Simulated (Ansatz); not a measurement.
GeRh (model structure, started from the CsCl type, Pm-3m, No. 221, 2 atoms in the cell): formation enthalpy by level of theory

No measured value is used here.

```
level (code)         value (eV/atom)
-------------------  ---------------
PBE (Ansatz)                  -0.291
PBEsol (Ansatz)           (withheld)
PBE-D3(BJ) (Ansatz)           -0.365
r²SCAN (Ansatz)               -0.244
```

Q: Some entries are withheld; supply them.

A: 
- PBEsol (Ansatz, a program for electronic structure), value (eV/atom): -0.350

Each level is taken at its own relaxed cell. Ansatz's density-functional and Hartree–Fock values are scalar-relativistic unless marked +SOC, with PAW data made under PBE.

A model structure was made by putting elements into a prototype or built by hand; it is no filed structure, need not be a known phase, and can be a saddle point held by its symmetry.
